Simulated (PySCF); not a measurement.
PySCF 2.14.0, unrestricted TPSSH/def2-svpd, df: trisilylamine triplet ([SiH3]N([SiH3])[SiH3]), charge 0, multiplicity 3, 13 atoms. The geometry is a generated start, not checked to be a minimum at this level.

```yaml
task: energy
method: tpssh
basis: def2-svpd
two_electron_scheme: density fitting
mol.max_memory: 3000 MB
mf.max_cycle: 100
mf.conv_tol: 1e-09 (default)
mf.grids.level: 3 (default)
basis_functions: 164
grid_points: 159720
```

```xyz
13

Si     0.2923     1.6477     0.4649
N      0.0269     0.0345    -0.1442
Si    -1.6049    -0.5060    -0.4441
Si     1.3155    -1.1374    -0.0433
H     -0.6641     2.5291    -0.1999
H      0.0971     1.6993     1.9168
H      1.6657     2.0192     0.1331
H     -2.3371     0.6148    -1.0296
H     -1.5286    -1.6262    -1.3780
H     -2.2475    -0.9312     0.8047
H      1.3731    -1.7304     1.2977
H      1.0462    -2.1718    -1.0390
H      2.5657    -0.4417    -0.3392
```

Charge 0 and multiplicity 3 are set for this test and not shown to be the ground state.

With the defaults (mf.DIIS = CDIIS, mf.level_shift = 0, mf.diis = true, mf.init_guess = minao, mf.damp = 0, mf.diis_start_cycle = 1, mf.diis_space = 8) it converges in 14 Fock builds. One run each on 2 threads, 1 BLAS thread, with these changes:
- mf.level_shift = 1 Hartree
- mf.damp = 0.7, mf.diis_start_cycle = 8
- mf.diis = false
- mf.init_guess = sap
- mf.diis_space = 20
- mf.DIIS = EDIIS
- mf.level_shift = 0.1 Hartree
- mf.init_guess = mod_huckel
- mf.init_guess = 1e

**Question.** Name the settings that don't reach the solution of the defaults.

**Answer.** No convergence: mf.DIIS = EDIIS; mf.level_shift = 1 Hartree; mf.diis = false (the run ends without SCF convergence in 100 cycles). The rest reach the solution of the defaults.

```tsv
setting	Fock builds	end
the defaults	14	same solution
mf.diis_space = 20	14	same solution
mf.damp = 0.7, mf.diis_start_cycle = 8	17	same solution
mf.init_guess = mod_huckel	17	same solution
mf.level_shift = 0.1 Hartree	19	same solution
mf.init_guess = 1e	21	same solution
mf.init_guess = sap	21	same solution
mf.DIIS = EDIIS	101	no convergence
mf.level_shift = 1 Hartree	101	no convergence
mf.diis = false	101	no convergence
```
